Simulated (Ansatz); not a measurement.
Base system: TaC in the rock salt structure (space group Fm-3m, No. 225; a = 4.440 Å).

Perturbation: a hydrostatic pressure of 9 GPa.

Levels (all Ansatz, an electronic-structure program, PAW): PBEsol (420 eV, no SOC); PBEsol+SOC (420 eV, noncollinear with spin-orbit coupling).

The geometry is relaxed with PBEsol.

```
Property          Result
---------------  -------
PBEsol pressure  9.0 GPa
```

### Question
What does PBEsol+SOC give at this geometry for the pressure?

### Answer
The pressure shrinks by 0.5 GPa to 8.5 GPa.

Single points use the geometry relaxed with PBEsol. Differences between runs with and without spin-orbit coupling are approximate. Load acts through the strain it causes; cell and atoms are relaxed under it. No phonon test of stability was made. No other phases were tried under pressure. The runs without spin-orbit coupling are not spin-polarised. An odd electron count without spin: TaC.
